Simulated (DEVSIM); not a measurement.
Device: illuminated Si p-on-n cell, one wavelength, with a back-surface field, at 300 K.

| layer (left to right) | material | thickness (μm) | Nd (cm⁻³) | Na (cm⁻³) | τn (s) | τp (s) | absorption coefficient (cm⁻¹) |
|---|---|---|---|---|---|---|---|
| 1 | Si | 0.390 | - | 1.5e19 | 1e-7 | 3.9e-9 | 230 |
| 2 | Si | 190 | 1.4e17 | - | 1.4e-7 | 1.4e-7 | 230 |
| 3 | Si | 0.280 | 6.9e18 | - | 1.4e-7 | 1.4e-7 | 230 |

Left contact: ohmic, minority electron recombination velocity 300 cm/s. Right contact: ohmic, minority hole recombination velocity 20000 cm/s. Voltage is applied to the left contact. Recombination: SRH at mid-gap, radiative, Auger. Light enters at the left, 6.1e17 photons cm⁻² s⁻¹, one pass, no reflection. Mobility is constant in doping.

Constants are typed, rounded textbook-type inputs, not results; the design itself was drawn at random and stands for no fabricated device. Values at 300 K; Nc and Nv go as T^1.5, mobilities as T to minus their exponent, the gap by Varshni's rule with the affinity fixed.

| parameter | Si |
|---|---|
| gap (eV) | 1.124 |
| affinity (eV) | 4.05 |
| permittivity | 11.7 |
| Nc (cm⁻³) | 2.86e19 |
| Nv (cm⁻³) | 3.1e19 |
| μn (cm²/Vs) | 1417 |
| μp (cm²/Vs) | 470 |
| T exponent of μn | 2.3 |
| T exponent of μp | 2.2 |
| B (cm³/s) | 4.7e-15 |
| Cn (cm⁶/s) | 2.8e-31 |
| Cp (cm⁶/s) | 9.9e-32 |
| Varshni α (eV/K) | 0.000473 |
| Varshni β (K) | 636 |

DEVSIM, 1D drift-diffusion, Boltzmann statistics, complete ionisation; no tunnelling, impact ionisation, image-force lowering or self-heating.

The temperature was swept, all else fixed.

```tsv
temperature (K)	largest power (mW/cm²)	potential step across the device at zero bias (V)	share of generated pairs collected at short circuit	open-circuit voltage (V)
300	11.7	1.068	0.242	0.610
350	8.39	1.032	0.226	0.498
400	5.53	0.993	?	?
450	3.13	0.951	0.202	0.265
500	1.26	0.907	0.192	0.147
```

Question: Some entries are withheld; supply them.

Answer: 
- 400, share of generated pairs collected at short circuit: 0.213
- 400, open-circuit voltage (V): 0.383
